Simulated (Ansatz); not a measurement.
**Convergence study of shifted k-point meshes for Cu3Pd (P4mm, 4 atoms in the cell)**

```
CELL_PARAMETERS angstrom
      3.68295     0.00000     0.00000
      0.00000     3.68295     0.00000
      0.00000     0.00000     3.68295
ATOMIC_POSITIONS crystal
  Cu 0.01358 0.50000 0.50000
  Cu 0.50000 0.00000 0.50000
  Cu 0.50000 0.50000 0.00000
  Pd 0.00000 0.00000 0.00000
```

Level of theory: LDA (PW92), default PAW files made with PBE (plane waves; Ansatz, a first-principles code).

Base settings: basis.ecutwfc = 30.9 Ry; kpoints.mp_grid.grid = 9 9 9; hamiltonian.xc = lda; hamiltonian.pseudopotentials = {kind: paw} (the program's default PAW files); scf.occupations.method = fermi_dirac; scf.occupations.width = 0.0073 Ry.

In this ladder: kpoints.mp_grid.shift = 0.5 0.5 0.5.

Only quantities that move along the ladder and can be compared are tabulated.

The count of work is k-points × plane waves × bands × iterations; it is no time. 

The starting cell comes from a database of computed structures (which also holds hypothetical and non-ambient phases and stackings), without a prior relaxation at this level. Its lattice was rescaled by up to half a per cent. One atom was moved a little off its site on purpose. Spin polarisation is off. In the base run, with a pressure of about -10 GPa the cell is away from its equilibrium volume at this level. Ansatz's pressure includes its estimate of the finite-basis (Pulay) stress.

| kpoints.mp_grid.grid | free energy less the last step's (meV/atom) | pressure (GPa) | largest difference of a force vector from the last step's (eV/Å) | count of work / last |
|---|---|---|---|---|
| 2 2 2 | 266.09 | -7.43 | 0.025 | 0.00056 |
| 3 3 3 | -14.31 | -11.04 | 0.013 | 0.0026 |
| 4 4 4 | -13.86 | -9.88 | 0.006 | 0.0026 |
| 5 5 5 | -2.53 | -10.05 | 0.006 | 0.0078 |
| 6 6 6 | 0.77 | -9.66 | 0.001 | 0.0078 |
| 7 7 7 | -1.82 | -9.90 | 0.000 | 0.017 |
| 8 8 8 | 0.43 | -9.71 | 0.001 | 0.020 |
| 9 9 9 | -1.02 | -9.92 | 0.001 | 0.037 |
| 10 10 10 | 0.44 | -9.80 | 0.000 | 0.037 |
| 11 11 11 | -0.43 | -9.88 | 0.000 | 0.062 |
| 12 12 12 | 0.20 | -9.81 | 0.001 | 0.062 |
| 13 13 13 | -0.27 | -9.86 | 0.000 | 0.097 |
| 14 14 14 | 0.17 | -9.83 | 0.000 | 0.097 |
| 16 16 16 | 0.08 | -9.84 | 0.000 | 0.14 |
| 17 17 17 | -0.06 | -9.84 | 0.000 | 0.20 |
| 21 21 21 | -0.01 | -9.84 | 0.000 | 0.36 |
| 26 26 26 | -0.01 | -9.85 | 0.000 | 0.58 |
| 29 29 29 | 0.00 | -9.84 | 0.000 | 1.0 |

Coarsest kpoints.mp_grid.grid that holds the pressure within 0.1 GPa of the last step, with all finer ones: 9 9 9, at 0.037 of the last step's count of work; the step before is off by 0.13 GPa.

Coarsest kpoints.mp_grid.grid that holds the forces within 0.005 eV/Å of the last step, with all finer ones: 6 6 6, at 0.0078 of the last step's count of work; the step before is off by 0.006 eV/Å.

Coarsest kpoints.mp_grid.grid that holds the free energy within 0.5 meV/atom of the last step, with all finer ones: 10 10 10, at 0.037 of the last step's count of work; the step before is off by 1.0 meV/atom.

Two neighbours can agree and both be off: 3 3 3 and 4 4 4 differ by 0.46 meV/atom in the free energy, yet lie about 14 meV/atom from the last step.

Keys are those of Ansatz 0.2.
